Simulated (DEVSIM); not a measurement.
Device: Ti/SiO2/p-Si capacitor, at 300 K.

Layer 1 from the left is SiO2, thickness (nm) 27.0. Layer 2 from the left is Si, thickness (nm) 6500, Na (cm⁻³) 7.7e15.

Metal gate on the left, work function 4.33 eV. Fixed charge at the semiconductor interface 1.2e10 cm⁻² (in units of +e); interface traps 7.8e10 cm⁻² eV⁻¹, uniform in energy, neutral level at 0.3 of the gap above the valence band.

The device is made up for the run: typed textbook-type constants, with dimensions and the other settings drawn at random. Values at 300 K.

SiO2: gap (eV) 9, affinity (eV) 0.9, permittivity 3.9. Si: gap (eV) 1.124, affinity (eV) 4.05, permittivity 11.7, Nc (cm⁻³) 2.86e19, Nv (cm⁻³) 3.1e19.

Simulated with DEVSIM: 1D Poisson equation in equilibrium, Boltzmann statistics, complete ionisation; no quantum confinement or tunnelling. Metal contacts follow the ideal Schottky-Mott rule: no Fermi-level pinning, no interface dipoles.

### Question
What does the simulation give for the threshold voltage (band bending 2φF), the minimum of the low-frequency capacitance?

### Answer
threshold voltage (band bending 2φF) 0.44 V; minimum of the low-frequency capacitance 0.0342 μF/cm².
